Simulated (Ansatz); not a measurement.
A computed series for AlN: response to strain

Base system: AlN in the zinc blende structure (space group F-43m, No. 216).

```xyz
2
Lattice="0.0000 2.1711 2.1711 2.1711 0.0000 2.1711 2.1711 2.1711 0.0000" Properties=species:S:1:pos:R:3 pbc="T T T"
Al     0.0000     0.0000     0.0000
N      1.0856     1.0856     1.0856
```

Cartesian axes are those of the cell as printed.

Strains are applied to the cell and any free atomic positions relax; under biaxial strain the out-of-plane vector relaxes too.

Computed with LDA (Ansatz, a quantum-chemistry and plane-wave program), scalar-relativistic without spin-orbit coupling.

```json
[
 {"biaxial strain, plane normal [111], relaxed out of plane (%)": "0", "band gap (eV)": "3.25"},
 {"biaxial strain, plane normal [111], relaxed out of plane (%)": "0.42", "band gap (eV)": "3.22"},
 {"biaxial strain, plane normal [111], relaxed out of plane (%)": "0.83", "band gap (eV)": "3.18"},
 {"biaxial strain, plane normal [111], relaxed out of plane (%)": "1.25", "band gap (eV)": "3.14"},
 {"biaxial strain, plane normal [111], relaxed out of plane (%)": "1.67", "band gap (eV)": "3.11"},
 {"biaxial strain, plane normal [111], relaxed out of plane (%)": "2.08", "band gap (eV)": "?"},
 {"biaxial strain, plane normal [111], relaxed out of plane (%)": "2.5", "band gap (eV)": "3.04"}
]
```

Q: Fit E_g = E₀ + Dε (ε in %) to the rows shown and predict the withheld row.

A: Least squares on the printed values gives E₀ = 3.25 eV, D = -85.0 meV per % of strain (largest residual 0.00 eV); this predicts 3.07 eV, and the run gives 3.07 eV, in agreement.

Stability against distortions was not tested. This is not the structure that AlN has at room temperature and ambient pressure.
